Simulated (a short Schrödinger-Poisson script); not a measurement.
Stack: gated Al0.33Ga0.67N/GaN polarisation-induced gas, at 77 K.

| layer | material | thickness (nm) | Na (cm⁻³) |
|---|---|---|---|
| 1 | Al0.33Ga0.67N | 25 | - |
| 2 | GaN | 6000 | 7e15 |

Constants are typed, rounded textbook-type inputs, not results; the design itself was drawn at random and stands for no fabricated device. Al0.33Ga0.67N: permittivity 9.3, conduction-band edge (eV) 0.462, gap (eV) 4.09, electron mass (mₑ) 0.24, Nv at 300 K (cm⁻³) 4.6e19. GaN: permittivity 9.5, conduction-band edge (eV) 0, gap (eV) 3.43, Nv at 300 K (cm⁻³) 4.6e19.

Channel valleys (confinement mass, in-plane density-of-states mass, number): Γ 0.2, 0.2, 1. At the gate the conduction-band edge of layer 1 lies 1.27 eV − eVg above the Fermi level of the channel; the field vanishes at the back. Sheet of polarisation charge: +1.6e13 e/cm² at 25 nm from the gate. The barrier under the gate holds no holes. Gaps are held at their typed values at every temperature. Mesh 0.08 nm at interfaces.

Solved with a short Schrödinger-Poisson script written for these runs: 1D Poisson equation in equilibrium, electrons quantum, Hartree plus LDA exchange-correlation (BenDaniel-Duke, 40 states a valley, the channel's in-plane mass for all, wave functions free to enter the barrier), parabolic valleys, classical holes, full ionisation, no traps, pinning or gate leakage.

The same stack at other levels of the model or other numerical settings:

| run | sheet density of all electrons at Vg = 0.5 V (cm⁻²) | sheet density of all electrons at Vg = -4 V (cm⁻²) | capacitance at Vg = 0.5 V (μF/cm²) | centroid of the channel electrons at Vg = 0.5 V (nm) | rough cost against the base |
|---|---|---|---|---|---|
| base | 1.41e13 | 5.18e12 | 0.321 | 1.42 | about 1 |
| electrons treated as classical, Boltzmann | 1.47e13 | 5.50e12 | 0.328 | 0.19 | 0.009 |
| electrons treated as classical, Fermi-Dirac | 1.40e13 | 5.19e12 | 0.314 | 1.34 | 0.05 |
| mesh six times as coarse | 1.41e13 | 5.18e12 | 0.321 | 1.36 | 0.2 |
| one subband a valley | 1.41e13 | 5.18e12 | 0.320 | 1.27 | 0.2 |

The classical rows ignore confinement, and Boltzmann statistics overrate the density once the band edge passes the Fermi level.
